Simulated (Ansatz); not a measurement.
Eu_Li in rock-salt LiF: one set of geometries, relaxed with PBE, evaluated in Ansatz (PAW, plane waves to 420 eV, 500 eV under r2SCAN) with PBE, r2SCAN.

Set-up: 64-site cell; 2×2×2 shifted k-points; start: the Li site; no Hubbard U; energies good to tenths of an eV; flagged in the runs: a doubtful potential alignment.

| quantity | PBE | r2SCAN |
|---|---|---|
| host gap (eV) | 8.83 | 9.79 |
| neutral formation energy against bcc Eu, ferromagnetic, bcc Li (eV) | 5.26 | 4.67 |
| largest moment on one atom at charge 0 (μB) | 6.65 | 6.72 |

PBE narrows the gap by 0.96 eV against r2SCAN, the highest level run.

Ansatz is a quantum-chemistry and plane-wave program.
